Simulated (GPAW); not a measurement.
A series of runs on Mg6GaCu (Amm2, 8 atoms in the cell)

```cif
data_Cu2Ga2Mg12
_chemical_formula_sum 'Mg12 Ga2 Cu2'
_space_group_name_H-M_alt 'Amm2'
_space_group_IT_number 38
_space_group_name_Hall 'A 2 -2'
_cell_length_a 4.90404
_cell_length_b 6.10375
_cell_length_c 10.62789
_cell_angle_alpha 90.000
_cell_angle_beta 90.000
_cell_angle_gamma 90.000
loop_
_atom_site_label
_atom_site_type_symbol
_atom_site_symmetry_multiplicity
_atom_site_Wyckoff_symbol
_atom_site_fract_x
_atom_site_fract_y
_atom_site_fract_z
_atom_site_occupancy
Mg1 Mg 4 d 0.00000 0.25355 0.08625 1
Mg2 Mg 2 a 0.00000 0.00000 0.33300 1
Mg3 Mg 4 e 0.50000 0.25892 0.41130 1
Mg4 Mg 2 b 0.50000 0.50000 0.66752 1
Ga1 Ga 2 b 0.50000 0.50000 0.16943 1
Cu1 Cu 2 a 0.00000 0.00000 0.83494 1
```
(The calculation used a cell of 8 atoms; values per cell refer to that cell.)

Base run A: LDA (Perdew-Wang 92), GPAW PAW datasets LDA (gpaw-data 1.0.1) in GPAW, self-consistent single point.

Its settings: mode = pw; ecut = 850 eV; xc = LDA; kpts = 5 4 4; mesh shift (steps) = 0 0 0; occupations.name = marzari-vanderbilt; occupations.width = 0.2 eV; nbands = -14; convergence.density = 1e-05 e/electron; symmetry.symmorphic = false; symmetry.tolerance = 0.0005; maxiter = 100.

The starting cell comes from a database of computed structures (which also holds hypothetical and non-ambient phases and stackings), without a prior relaxation at this level. Spin polarisation is off. In the base run, with a pressure of about -3 GPa the cell is away from its equilibrium volume at this level.

ΔF is the free energy per atom less that of run A. 

```csv
run,change,ΔF (meV/atom),largest force (eV/Å)
A,base,0.00,0.148
B,lattice scaled by 0.97,-10.8,0.132
C,lattice scaled by 0.97; ecut: 850 eV → 510 eV,-0.02,0.132
D,lattice scaled by 0.985,-11.3,0.141
E,lattice scaled by 0.985; ecut: 850 eV → 510 eV,-0.51,0.141
F,lattice scaled by 1.015,21.4,0.162
G,lattice scaled by 1.015; ecut: 850 eV → 510 eV,32.3,0.162
H,lattice scaled by 1.03,51.6,0.174
I,lattice scaled by 1.03; ecut: 850 eV → 510 eV,62.4,0.174
J,ecut: 850 eV → 510 eV,10.9,0.147
```

Run H against A: The free energy goes up by 51.6 meV/atom, the pressure goes from -3.03 to -5.79 GPa and the largest force goes from 0.148 to 0.174 eV/Å.

Run G against A: The free energy goes up by 32.3 meV/atom and the largest force goes from 0.148 to 0.162 eV/Å.

Run F against A: The free energy rises by 21.4 meV/atom, the pressure goes from -3.03 to -4.57 GPa and the largest force goes from 0.148 to 0.162 eV/Å.
